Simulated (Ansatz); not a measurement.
System: interstitial C in fcc Pt (neutral cell). These are PBE, PAW (plane waves to 420 eV; Ansatz, a program for electronic structure) values and carry that method's errors.

32-site cell at the relaxed PBE lattice, a 2×2×2 k-point mesh shifted by half a step, smearing 0.10 eV, spin-restricted, no finite-size correction. No zero-point or tunnelling terms. Spin-orbit coupling is left out. Sites that were not tried may lie lower.

Barriers: single points on a 4×4×4 k-point mesh shifted by half a step at the bands' geometries.

The step: one C atom jumps by itself. Atoms about the jump, Cartesian Å from the middle of the jump, before and after:

```json
[
 {"atom": "C1", "x0": "0.50", "y0": "0.50", "z0": "0.50", "x1": "-0.50", "y1": "-0.50", "z1": "-0.50"},
 {"atom": "Pt2", "x0": "-0.61", "y0": "1.60", "z0": "-0.61", "x1": "-0.50", "y1": "1.56", "z1": "-0.50"},
 {"atom": "Pt3", "x0": "1.60", "y0": "-0.61", "z0": "-0.61", "x1": "1.56", "y1": "-0.50", "z1": "-0.50"},
 {"atom": "Pt4", "x0": "-0.61", "y0": "-0.61", "z0": "1.60", "x1": "-0.50", "y1": "-0.50", "z1": "1.56"},
 {"atom": "Pt5", "x0": "-0.50", "y0": "-0.50", "z0": "-2.49", "x1": "-0.50", "y1": "-0.50", "z1": "-2.56"},
 {"atom": "Pt6", "x0": "-2.49", "y0": "-0.50", "z0": "-0.50", "x1": "-2.56", "y1": "-0.50", "z1": "-0.50"},
 {"atom": "Pt7", "x0": "1.60", "y0": "1.60", "z0": "1.60", "x1": "1.51", "y1": "1.51", "z1": "1.51"},
 {"atom": "Pt8", "x0": "-0.50", "y0": "-2.49", "z0": "-0.50", "x1": "-0.50", "y1": "-2.56", "z1": "-0.50"},
 {"atom": "Pt9", "x0": "1.49", "y0": "1.49", "z0": "-2.49", "x1": "1.51", "y1": "1.51", "z1": "-2.51"},
 {"atom": "Pt10", "x0": "-2.49", "y0": "1.49", "z0": "1.49", "x1": "-2.51", "y1": "1.51", "z1": "1.51"},
 {"atom": "Pt11", "x0": "1.49", "y0": "-2.49", "z0": "1.49", "x1": "1.51", "y1": "-2.51", "z1": "1.51"}
]
```

**Question.** Give the saddle-point geometry and the barrier.

**Answer.** 
```csv
atom,x,y,z
C1,-0.02,-0.01,-0.02
Pt2,-0.59,1.68,-0.60
Pt3,1.68,-0.59,-0.60
Pt4,-0.60,-0.59,1.67
Pt5,-0.50,-0.49,-2.50
Pt6,-2.50,-0.49,-0.50
Pt7,1.47,1.47,1.47
Pt8,-0.50,-2.50,-0.50
Pt9,1.50,1.50,-2.49
Pt10,-2.48,1.50,1.49
Pt11,1.50,-2.48,1.49
```
It lies 1.08 eV above the start and 0.95 eV above the end. The program found a first-order saddle point.
